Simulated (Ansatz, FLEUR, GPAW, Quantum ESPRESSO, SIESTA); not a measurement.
**One structure in several programs: HfRu₃ (P6_3/mmc, 8 atoms in the cell)**

Self-consistent single point.

```
HfRu3
1.0
    5.66451     0.00000     0.00000
   -2.83225     4.90561     0.00000
    0.00000     0.00000     4.45928
Hf Ru
2 6
Cartesian
  2.83226   1.63520   1.11482
  0.00000   3.27041   3.34446
  1.39857   0.80746   3.34446
  1.43369   4.09815   1.11482
  0.00000   1.61493   1.11482
  2.83225   3.29068   3.34446
  4.26594   0.80746   3.34446
 -1.43369   4.09815   1.11482
```

All programs got the same cell, k-point mesh and kind of occupations (in Ansatz's words: kpoints.mp_grid.grid = 4 4 5; scf.occupations.method = gaussian; scf.occupations.width = 0.0073 Ry); potentials, basis and cutoffs are each program's usual ones.

```csv
code,model,pressure (GPa),largest force (eV/Å),k-points,cutoff
GPAW,"PBEsol, GPAW PAW datasets PBEsol (made by gpaw-setup)",-9.58,0.091,12,600 eV
SIESTA,"GGA PBEsol, numerical atomic orbitals TZP, PseudoDojo PBEsol standard norm-conserving potentials (rewritten from UPF to PSML)",-9.00,0.010,44,grid 350 Ry
Ansatz,"PBEsol, PAW files made with PBE",-9.64,0.066,12,30.9 Ry
Quantum ESPRESSO,"PBEsol, SSSP 1.1.2 efficiency (PBE) pseudopotentials",-9.45,0.071,12,60 Ry
FLEUR,"PBEsol, all-electron FLAPW (FLEUR), scalar-relativistic valence",–,0.066,12,Kmax 4.1 1/bohr
```

A dash marks a value that a program does not give, or that is left out as unsure.

The spread over the programs that give each value: pressure within 0.64 GPa; largest force within 0.081 eV/Å.

The starting cell comes from a database of computed structures (which also holds hypothetical and non-ambient phases and stackings), without a prior relaxation at this level. On Ansatz's run: Spin-orbit coupling is off. Spin polarisation is off. In the base run, with a pressure of about -9 GPa the cell is away from its equilibrium volume at this level.

Q: Why do the programs differ, and what cannot be compared?

A: Differences of this kind can come from the potentials, where these differ, and from what each basis and cutoff leave unconverged. The valence holds different numbers of electrons (GPAW 120, SIESTA 120, Ansatz (a quantum-chemistry and plane-wave program) 148, Quantum ESPRESSO 120, FLEUR 136). The zero of total energies and Fermi levels follows the potentials and each program's conventions, so they are not compared here. SIESTA uses small atom-centred bases, whose incompleteness enters pressures, forces and empty levels differently from a plane-wave cutoff. FLEUR treats all electrons, but the usual bases taken here (sphere radii, linearisation, local orbitals, empty states) were not tested for convergence, so the values are no reference for the others. Ansatz's pressure is given at a fixed set of plane waves, as the other plane-wave codes print theirs; with its correction for the finite basis it is -9.48 GPa. Ansatz's smearing width was typed in Ry to four decimals, so it matches the others to a few per cent. The programs reduce the same mesh by symmetry to different extents, which changes the work and not the result. In the force vectors, SIESTA (by 0.081) lies more than 0.08 eV/Å from the median of the plane-wave programs.

Left out of this page: ABINIT (stopped by limits of time or memory); Elk (not drawn, or without a comparable value).

Keys are those of Ansatz 0.2.
